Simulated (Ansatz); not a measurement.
# A computed series for CdSe: pressure series

Take CdSe in the zinc blende structure (space group F-43m, No. 216) as the base.

```
CELL_PARAMETERS angstrom
      0.00000     3.06664     3.06664
      3.06664     0.00000     3.06664
      3.06664     3.06664     0.00000
ATOMIC_POSITIONS crystal
  Se 0.75000 0.75000 0.75000
  Cd 0.00000 0.00000 0.00000
```

Cell and atoms are relaxed at each pressure.

Calculations: Ansatz (a quantum-chemistry and plane-wave program), r2SCAN, PAW, cutoff 500 eV, without spin-orbit coupling.

```tsv
P (GPa)	V (Å³/atom)
-2.01	30.106
-1.01	29.438
0.89	28.370
2.10	27.787
4.49	26.796
9.00	25.332
14.99	23.878
22.49	22.513
29.99	21.453
```

Task: Fit a third-order Birch–Murnaghan equation of state.

Result: Least squares on P(V) = (3B₀/2)[(V₀/V)^(7/3) − (V₀/V)^(5/3)]·[1 + (3/4)(B₀′ − 4)((V₀/V)^(2/3) − 1)] gives V₀ = 28.84 Å³/atom, B₀ = 52 GPa and B₀′ = 4.5.

Between the base and pressure 4.5 GPa the gap moves from 1.04 eV to 1.20 eV, a mean slope of 36 meV/GPa.

Load acts through the strain it causes; cell and atoms are relaxed under it. Stability against distortions was not tested. Tetrahedral semiconductors of this kind turn to denser phases somewhere between about 1 and 50 GPa; those were not computed, so compressed cells here can lie past the real transition.
